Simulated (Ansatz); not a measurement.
# Ansatz run on MgSi₂ (I4/mcm, 6 atoms in the cell): self-consistent single point

Level of theory: LDA (PW92), default PAW files made with PBE (plane waves; Ansatz, a quantum-chemistry and plane-wave program).

This input was run:

Ansatz 0.2 input:
```yaml
crystal:
  lattice:
    - [-3.672493, 3.672493, 2.955019]
    - [3.672493, -3.672493, 2.955019]
    - [3.672493, 3.672493, -2.955019]
  atoms:
    - { symbol: Si, position: [0.158000, 0.658000, 0.816000] }
    - { symbol: Si, position: [0.342000, 0.158000, 0.500000] }
    - { symbol: Si, position: [0.658000, 0.842000, 0.500000] }
    - { symbol: Si, position: [0.842000, 0.342000, 0.184000] }
    - { symbol: Mg, position: [0.750000, 0.750000, 0.000000] }
    - { symbol: Mg, position: [0.250000, 0.250000, 0.000000] }
basis:
  ecutwfc: 420.0
kpoints:
  mp_grid: { grid: [4, 4, 4] }
hamiltonian:
  xc: lda
  pseudopotentials: { kind: paw }
scf:
  occupations: { method: cold, width: 0.136 }
output:
  forces: true
  eigenvalues: true
  stress: true
```

Output (repeated stretches shortened):

```
WARN ansatz: RAYON_NUM_THREADS=1 ignored (pool sized by the plan → 1); use --threads N
Pseudopotentials: kind: paw
Pseudopotential: Si, paw, valence charge 4
Pseudopotential: Mg, paw, valence charge 10
Crystal: 6 atoms, lattice volume = 159.420 Å³
Basis set: ecut = 420 eV, 3097 PW (Γ)
Bands: 24, of which v1, the nominal top of the filled ones, is band 18 counted from 1 (17 counted from 0)
Symmetry: 16 space group operations
Space group: I4/mcm (ITA 140), of the structure as read, at distance tolerance 5.4e-5 Å
k-points: 13 of 64
PAW frozen core: Si, regenerated for the run's functional, and the local potential with it
PAW frozen core: Mg, regenerated for the run's functional, and the local potential with it
Initial density: superposition of atomic densities (neutral atoms: chi_scale 0, normalization atom), corrected by the library's trained network
Initial wavefunctions: pseudopotential atomic-orbital guess
Eigensolver: davidson
Functional: x = slater, c = lda
SCF iter   1: F=—  HF=-6231.680673 eV  |F-HF|=—  |Δ(HF+E_count)|=         —  Δρ=4.33e-3  dr2=2.25e-2  ethr=1.77e-3  ⟨swp⟩=6.5  Hψ=1454  notcnv=0
all-band conjugate gradients solve this SCF's bands
preconditioner: auto → Kerker (q_TF=auto, 2.129 Å⁻¹)
SCF iter   2: F=—  HF=-6231.671229 eV  |F-HF|=—  |Δ(HF+E_count)|=   9.44e-3  S|Δr|=    0.00e0  Δρ=2.14e-3  dr2=9.61e-3  ethr=6.25e-5  ⟨swp⟩=2.6  Hψ=640  notcnv=0
SCF iter   3: F=—  HF=-6231.668289 eV  |F-HF|=—  |Δ(HF+E_count)|=   2.94e-3  S|Δr|=    0.00e0  Δρ=6.51e-4  dr2=1.60e-3  ethr=2.67e-5  ⟨swp⟩=2.2  Hψ=512  notcnv=0
SCF iter   4: F=—  HF=-6231.667772 eV  |F-HF|=—  |Δ(HF+E_count)|=   5.16e-4  S|Δr|=    0.00e0  Δρ=1.18e-4  dr2=4.01e-5  ethr=4.44e-6  ⟨swp⟩=2.0  Hψ=377  notcnv=0
SCF iter   5: F=—  HF=-6231.667765 eV  |F-HF|=—  |Δ(HF+E_count)|=   7.23e-6  S|Δr|=    0.00e0  Δρ=2.13e-5  dr2=8.43e-7  ethr=1.11e-7  ⟨swp⟩=2.8  Hψ=551  notcnv=0
SCF iter   6: F=-6231.667765 eV  HF=-6231.667765 eV  |F-HF|=9.80e-9  |Δ(HF+E_count)|=   2.49e-8  S|Δr|=    0.00e0  Δρ=4.03e-6  dr2=4.19e-8  ethr=2.78e-10  ⟨swp⟩=8.1  Hψ=1417  notcnv=0
SCF 1 converged in 6 iterations: F = -6231.667765 eV  dr2 = 4.19e-8
SCF converged after 6 iterations
Stability not checked (fill_not_monotonic)
Free energy (F): -6231.667765 eV
Harris-Foulkes:  -6231.667765 eV  (|F-HF|=9.80e-9)
Internal energy: -6231.668786 eV  (E = F + TS)
E sigma→0 (E₀):  -6231.668105 eV
Entropy (-TS):   0.001020 eV (0.170 meV/atom)
Fermi energy:    3.853813 eV
--- Per-component energies (eV) ---
  E_band       = -752.796059
  E_kinetic    = 283.405886
  E_local      = -3943.699332  (includes V_loc(G=0)·N_el)
  E_nonlocal   = 298.948233
  E_hartree    = 1459.964888
  E_xc         = -263.233812
  E_vxc        = -245.303624  (∫ρ·V_xc dr)
  E_paw        = -2483.019453  (= ΣΔE_a)
  E_vpaw       = -66.074873  (= ΣTr[D̂ρ^β])
  E_aug_tail   = 0.000027  (compensation charges beyond the density's cutoff)
  E_ewald      = -1584.673504
  E_core_change = 0.638282  (= ΣΔE_core)
  E_smearing   = 0.001020  (= −TS)
  E_closure    = 0.000000  (closes the sum)
  Σ components = -6231.667765   (vs F -6231.667765, Δ=0.00e0)
--- Forces (eV/Å), atoms counted from 1 ---
  atom   1  Si    -0.01734867    -0.01734867     0.00000000
  atom   2  Si    -0.01734867     0.01734867     0.00000000
  atom   3  Si     0.01734867    -0.01734867     0.00000000
  atom   4  Si     0.01734867     0.01734867     0.00000000
  atom   5  Mg     0.00000000     0.00000000     0.00000000
  atom   6  Mg    -0.00000000     0.00000000     0.00000000
  max |Σ_I F_I| component: 2.08e-17 eV/Å
--- Stress (GPa, compression-positive) ---
      -12.597299      -0.000000       0.000000
       -0.000000     -12.597299       0.000000
       -0.000000       0.000000      -9.173809
  P = ⅓ Tr σ = -11.4561 GPa (-114.561 kbar)
  The stress holds the Pulay correction. Without it, at fixed plane waves, as pw.x and ABINIT print it: P = -11.4711 GPa
--- Band table (eV; the first three rows and the last of 13) ---
  k-point 0: bands = ["-71.5938", "-71.5908", "-39.0529", "-39.0141", "-39.0108", "-39.0108", "-39.0071", "-39.0071", "-5.1537", "-2.2339", "-1.6099", "-1.6099", "1.6033", "1.8282", "1.8282", "2.1559", "2.2356", "2.4756", "2.4756", "3.2272", [...]
  k-point 1: bands = ["-71.5938", "-71.5908", "-39.0529", "-39.0141", "-39.0108", "-39.0108", "-39.0071", "-39.0071", "-4.8623", "-2.7833", "-1.9184", "-1.6433", "1.1813", "1.6652", "1.8941", "2.1407", "2.5680", "2.8446", "3.5505", "4.0241", [...]
  k-point 2: bands = ["-71.5938", "-71.5908", "-39.0529", "-39.0141", "-39.0108", "-39.0108", "-39.0071", "-39.0071", "-4.2054", "-3.7585", "-2.0609", "-1.6787", "1.5323", "1.6101", "1.9078", "2.1586", "2.2258", "2.2748", "4.2792", "4.6605", [...]
  k-point 12: bands = ["-71.5938", "-71.5908", "-39.0529", "-39.0141", "-39.0108", "-39.0108", "-39.0071", "-39.0071", "-3.2720", "-3.2720", "-2.9870", "-2.5286", "-0.8988", "0.5344", "3.0284", "3.5384", "3.5384", "4.1682", "4.2194", "5.3746", [...]
```

The run converged in 6 iterations.

The starting cell was generated: these elements placed on a structure prototype, without a prior relaxation; it need not be a known phase or ordering of this composition. With a pressure of about -11 GPa the cell is away from its equilibrium volume at this level. Ansatz's pressure includes its estimate of the finite-basis (Pulay) stress.
